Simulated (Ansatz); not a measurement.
# How far PBE and r2SCAN part for Ti3Al, biaxial strain +2.51 %, plane normal [001], relaxed out of plane

The parent structure is Ti3Al (space group P6_3/mmc, No. 194; a = 5.755 Å, c = 4.655 Å). Axes: x lies along a and z along c of the hexagonal cell.

(Cell as relaxed with PBE.)

Levels (all Ansatz, an electronic-structure program, PAW, earlier PAW set): PBE (420 eV, spin-orbit coupling left out); r2SCAN (500 eV, no SOC).

Each level relaxes its own structure.

| base | PBE | r2SCAN |
|---|---|---|
| volume per atom | 16.69 Å³ | 16.56 Å³ |
| lattice parameter a | 5.755 Å | 5.747 Å |
| band gap | zero | zero |

Perturbation: biaxial strain +2.51 %, plane normal [001], relaxed out of plane (Cartesian); in-plane vectors clamped, the third vector and the atoms free.

```json
[
 {"quantity": "pressure (mean of the normal stresses, compression positive)", "PBE": "-3.4 GPa", "r2SCAN": "…"},
 {"quantity": "volume per atom", "PBE": "17.27 Å³", "r2SCAN": "…"},
 {"quantity": "energy relative to the base (free energy F)", "PBE": "+14 meV/atom", "r2SCAN": "…"}
]
```

Question: What does r2SCAN give?

Answer: 
- pressure (mean of the normal stresses, compression positive), r2SCAN: -3.8 GPa
- volume per atom, r2SCAN: 17.16 Å³
- energy relative to the base (free energy F), r2SCAN: +15 meV/atom

PBE's pressure lies 0.4 GPa above r2SCAN's; PBE's volume per atom lies 0.11 Å³ above r2SCAN's (0.7 %); PBE's energy relative to the base lies 1.3 meV/atom below r2SCAN's. Neither level is exact; r2SCAN is the comparison here, not a measurement.

Stability against distortions was not tested. The final runs are not spin-polarised.
